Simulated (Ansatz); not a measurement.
Sn, pressure series

Take Sn (space group Im-3m, No. 229; a = 8.0680 Å; a model cell, its experimental status unchecked) as the base.

Cell and atoms are relaxed at each pressure.

Level of theory: plane-wave PAW DFT at the PBEsol level (Ansatz, a program for electronic structure, 420 eV), no spin-orbit coupling.

```
pressure (GPa)  volume per atom (Å³/atom)
--------------  -------------------------
0                                  43.764
0.3                                43.364
0.7                                     ?
1.5                                41.935
3                                  40.460
5                                  38.860
7.5                                37.253
```

**Question.** Fit the third-order Birch–Murnaghan form P(V) = (3B₀/2)[(V₀/V)^(7/3) − (V₀/V)^(5/3)]·[1 + (3/4)(B₀′ − 4)((V₀/V)^(2/3) − 1)] (squares taken in P) to the rows shown and predict the withheld row.

**Answer.** Least squares on the printed values gives V₀ = 43.766 Å³/atom, B₀ = 31.7 GPa, B₀′ = 4.8; this predicts 42.856 Å³/atom, and the run gives 42.861 Å³/atom, 0.005 higher.

Load acts through the strain it causes; cell and atoms are relaxed under it. Whether these cells are dynamically stable was not tested. No other phases were tried under pressure. This is not the structure that Sn has at room temperature and ambient pressure.
